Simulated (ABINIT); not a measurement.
ABINIT run on K2TlAgI6 (Fm-3m, 10 atoms in the cell): self-consistent single point.

Method: LDA (PW92), PAW (JTH v2.0 LDA PAW) (plane waves; ABINIT).

```xyz
10
Lattice="0.0000 6.0203 6.0203 6.0203 0.0000 6.0203 6.0203 6.0203 0.0000" Properties=species:S:1:pos:R:3 pbc="T T T"
K      9.0304     9.0304     9.0304
K      3.0101     3.0101     3.0101
Tl     0.0000     0.0000     0.0000
Ag     6.0203     6.0203     6.0203
I      3.0774     6.0203     6.0203
I      8.9631     6.0203     6.0203
I      6.0203     3.0774     6.0203
I      6.0203     8.9631     6.0203
I      6.0203     6.0203     3.0774
I      6.0203     6.0203     8.9631
```

Reference input (self-consistent single point, DFT, LDA (PW92), plane waves, PAW (JTH v2.0 LDA PAW)): pseudos = [K.LDA_PW-JTH.xml, Tl.LDA_PW-JTH.xml, Ag.LDA_PW-JTH.xml, I.LDA_PW-JTH.xml]; ecut = 571 eV; pawecutdg = 1143 eV; pawxcdev = 0; occopt = 3; tsmear = 0.1 eV; ngkpt = 3 3 3; nshiftk = 1; shiftk = 0.5 0.5 0.5; potentials = JTH v2.0 LDA PAW; nband = 53; kptopt = 1. This run's input differs from it in these lines:

```diff
@@ -23,4 +23,4 @@
         11.3766879525   11.3766879525   16.9378405574
-ecut 571 eV
-pawecutdg 1143 eV
+ecut 463 eV
+pawecutdg 925 eV
 pawxcdev 0
```

Log, with long lists cut:

```
--- !BeginCycle
solver: {iscf: 17, nstep: 50, nline: 4, wfoptalg: 10, }
tolerances: {tolvrs: 1.00E-12, }
...

     iter   Etot(hartree)      deltaE(h)  residm     nres2
 ETOT  1  -217.02616665609    -2.170E+02 6.229E-01 4.789E+01
 ETOT  2  -217.86844906729    -8.423E-01 1.440E-02 2.730E+01
 ETOT  3  -217.79360842500     7.484E-02 7.313E-03 7.212E+00
 ETOT  4  -217.78795077957     5.658E-03 8.219E-04 3.340E+00
 ETOT  5  -217.78158772517     6.363E-03 7.932E-04 3.478E-01
   [... 11 lines left out ...]
 ETOT 17  -217.78061262714    -1.472E-11 1.935E-05 3.487E-10
 ETOT 18  -217.78061262715    -6.708E-12 1.861E-05 7.372E-11
 ETOT 19  -217.78061262714     9.948E-12 1.358E-05 1.557E-11
 ETOT 20  -217.78061262714     1.108E-12 1.162E-05 9.723E-13
 At SCF step   20       nres2   =  9.72E-13 < tolvrs=  1.00E-12 =>converged.

 Cartesian components of stress tensor (hartree/bohr^3)
  sigma(1 1)=  8.20047886E-05  sigma(3 2)=  0.00000000E+00
  sigma(2 2)=  8.20047886E-05  sigma(3 1)=  0.00000000E+00
  sigma(3 3)=  8.20047886E-05  sigma(2 1)=  0.00000000E+00

 ----iterations are completed or convergence reached----

 reduced coordinates (array xred) for   10 atoms
       0.750000000000      0.750000000000      0.750000000000
       0.250000000000      0.250000000000      0.250000000000
       0.000000000000      0.000000000000      0.000000000000
       0.500000000000      0.500000000000      0.500000000000
       0.744409998929      0.255590001071      0.255590001071
       0.255590001071      0.744409998929      0.744409998929
   [... lines left out ...]
 Fermi (or HOMO) energy (hartree) =  -0.10910   Average Vxc (hartree)=  -0.28965
 Fermi (or HOMO) energy (eV) =  -2.96886   Average Vxc (eV)=  -7.88186
   [... lines left out ...]
'-kT*entropy'       : -5.22327804311485E-03
total_energy        : -2.17780612180049E+02
total_energy_eV     : -5.92611183529710E+03
...

-Cartesian components of stress tensor (GPa)         [Pressure= -2.4127E+00 GPa]
- sigma(1 1)=  2.41266377E+00  sigma(3 2)=  0.00000000E+00
- sigma(2 2)=  2.41266377E+00  sigma(3 1)=  0.00000000E+00
- sigma(3 3)=  2.41266377E+00  sigma(2 1)=  0.00000000E+00

 Calculation completed.
```

The run converged in 20 iterations. Against the reference run the free energy goes up by 7.8 meV/atom, the pressure goes from -2.24 to -2.41 GPa and the largest force stays at 0.154 eV/Å.

The starting cell comes from a database of computed structures (which also holds hypothetical and non-ambient phases and stackings), without a prior relaxation at this level. Its lattice was rescaled by a random factor within 2.5 % of one. The run gives no clean gap (levels at the Fermi energy touch, overlap or are partly filled at this smearing), which alone does not show that the compound is a metal.

Cost on one core of a shared machine: roughly 5 min.
